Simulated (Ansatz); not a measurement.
The structure below was relaxed with PBE (Ansatz, a first-principles code, PAW, no SOC), earlier PAW set, at pressure −1 GPa.

```yaml
crystal:
  lattice:
    - [4.24280, 0.00000, 0.00000]
    - [0.00000, 4.24280, 0.00000]
    - [0.00000, 0.00000, 2.69154]
  atoms:
    - { symbol: Si, position: [0.50000, 0.50000, 0.50000] }
    - { symbol: Si, position: [0.00000, 0.00000, 0.00000] }
    - { symbol: O, position: [0.80718, 0.80718, 0.50000] }
    - { symbol: O, position: [0.30718, 0.69282, 0.00000] }
    - { symbol: O, position: [0.69282, 0.30718, 0.00000] }
    - { symbol: O, position: [0.19282, 0.19282, 0.50000] }
```

Problem. Find the space group and the Wyckoff positions.

Solution. Space group P4₂/mnm (No. 136); a = b = 4.2428 Å, c = 2.6915 Å, α = β = γ = 90.00°

| atom | site | symmetry | x | y | z |
|---|---|---|---|---|---|
| Si | 2a | m.mm | 0.0000 | 0.0000 | 0.0000 |
| O | 4g | m.2m | 0.1928 | 0.1928 | 0.5000 |

Problem. Describe the coordination.

Solution. The crystal has 6 atoms in its conventional cell. Conventional cell: a = b = 4.243 Å, c = 2.692 Å, α = β = γ = 90.00°. Si has 6 O at 1.775–1.843 Å (octahedral). O has 3 Si at 1.775–1.843 Å (trigonal planar). (Neighbours: up to the widest gap in distance over summed covalent radii, below 1.35, at either atom.)

Load acts through the strain it causes; cell and atoms are relaxed under it. Stability against distortions was not tested. The cell was made from SiO$_{2}$ in the rutile structure (space group P4_2/mnm, No. 136) by this change: pressure −1 GPa.
